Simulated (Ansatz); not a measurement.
# HfO2: response to strain

Take HfO₂ in the fluorite structure (space group Fm-3m, No. 225; a = 5.098 Å) as the base.

Strains are applied to the cell and any free atomic positions relax.

Level of theory: plane-wave PAW DFT at the PBE level (Ansatz, an electronic-structure program, 420 eV), spin-orbit coupling left out, earlier PAW set.

```
isotropic strain (%)  pressure (GPa)
--------------------  --------------
-1.98                           16.8
-1.37                              ?
-0.69                            5.3
0                                0.0
0.81                            -5.7
5.35                           -27.6
```

Task: Fit P = P₀ − Bδ + Cδ² with δ = (1 + ε)³ − 1 to the rows shown and predict the withheld row.

Result: Least squares on the printed values gives P₀ = 0.0 GPa, B = 254 GPa, C = 539 GPa (largest residual 0.2 GPa); this predicts 11.3 GPa, and the run gives 11.1 GPa, 0.2 lower.

Stability against distortions was not tested. This is not the structure that HfO2 has at room temperature and ambient pressure.
